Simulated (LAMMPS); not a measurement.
LAMMPS 22 Jul 2025, classical MD, Buckingham with full ionic charges: MgO, 2744 atoms.

| Quantity | Result |
|---|---|
| task | MD, nve |
| potential | Buckingham with full ionic charges |
| copies of the repeat unit | 7×7×7 |
| shape (slab and sphere leave vacuum in the box) | bulk |
| steps | 200 |
| timestep | 1 fs |
| neighbor skin | 2 Å |
| neigh_modify | every 1 delay 0 check yes |
| thermo | 50 |
| kspace_style | pppm |
| pair cutoff | 10 Å |
| newton | on (default) |
| atom_modify sort (bins of 2 Å where set) | 1000 (default) |
| comm_style | brick (default) |
| box | 29.5 × 29.5 × 29.5 Å |
| start | generated rock salt lattice, warmed in an untimed run |

All runs start from one configuration, warmed at this fixed volume for 1000 steps under a thermostat at 2000 K. The reference run has a mean temperature of 1990 K and a mean pressure of 9.6 GPa.

Yardstick: the run with kspace_accuracy = 1e-08, kspace_modify order 7, which is not proven converged either. Each setting ran once; only counts and results are compared.

Settings tried, all else as in the reference:
- kspace_accuracy = 0.001, kspace_modify order 5 diff ik (default)
- kspace_accuracy = 0.01, kspace_modify order 5 diff ik (default)
- kspace_accuracy = 0.0001, kspace_modify order 5 diff ik (default)
- kspace_accuracy = 1e-06, kspace_modify order 5 diff ik (default)
- kspace_accuracy = 1e-05, kspace_modify order 5 diff ik (default)
- kspace_accuracy = 0.1, kspace_modify order 5 diff ik (default)

Task: Which settings reproduce the reference to 1.0 meV/atom in energy, 10 meV/Å in forces on 48 atoms (largest component)?

Result: Within it: kspace_accuracy = 1e-06, kspace_modify order 5 diff ik (default); kspace_accuracy = 1e-05, kspace_modify order 5 diff ik (default); kspace_accuracy = 0.0001, kspace_modify order 5 diff ik (default). Outside: kspace_accuracy = 0.001, kspace_modify order 5 diff ik (default); kspace_accuracy = 0.01, kspace_modify order 5 diff ik (default); kspace_accuracy = 0.1, kspace_modify order 5 diff ik (default).

```json
[
 {"setting": "the reference", "k-space grid": "80×80×80", "energy against the reference": "—", "difference in forces on 48 atoms (largest component)": "—"},
 {"setting": "kspace_accuracy = 1e-06, kspace_modify order 5 diff ik (default)", "k-space grid": "72×72×72", "energy against the reference": "−0.0041 meV/atom", "difference in forces on 48 atoms (largest component)": "0.018 meV/Å"},
 {"setting": "kspace_accuracy = 1e-05, kspace_modify order 5 diff ik (default)", "k-space grid": "45×45×45", "energy against the reference": "−0.047 meV/atom", "difference in forces on 48 atoms (largest component)": "0.084 meV/Å"},
 {"setting": "kspace_accuracy = 0.0001, kspace_modify order 5 diff ik (default)", "k-space grid": "27×27×27", "energy against the reference": "−0.52 meV/atom", "difference in forces on 48 atoms (largest component)": "0.59 meV/Å"},
 {"setting": "kspace_accuracy = 0.001, kspace_modify order 5 diff ik (default)", "k-space grid": "16×16×16", "energy against the reference": "−6.7 meV/atom", "difference in forces on 48 atoms (largest component)": "5.9 meV/Å"},
 {"setting": "kspace_accuracy = 0.01, kspace_modify order 5 diff ik (default)", "k-space grid": "10×10×10", "energy against the reference": "−65 meV/atom", "difference in forces on 48 atoms (largest component)": "38 meV/Å"},
 {"setting": "kspace_accuracy = 0.1, kspace_modify order 5 diff ik (default)", "k-space grid": "8×8×8", "energy against the reference": "−180 meV/atom", "difference in forces on 48 atoms (largest component)": "110 meV/Å"}
]
```

Total energies are compared; such shifts often cancel in part in energy differences. Energies and forces are those of the first step; by LAMMPS's own estimate the reference reaches a relative force accuracy of 7e-07. The tolerance is a choice made for this comparison.
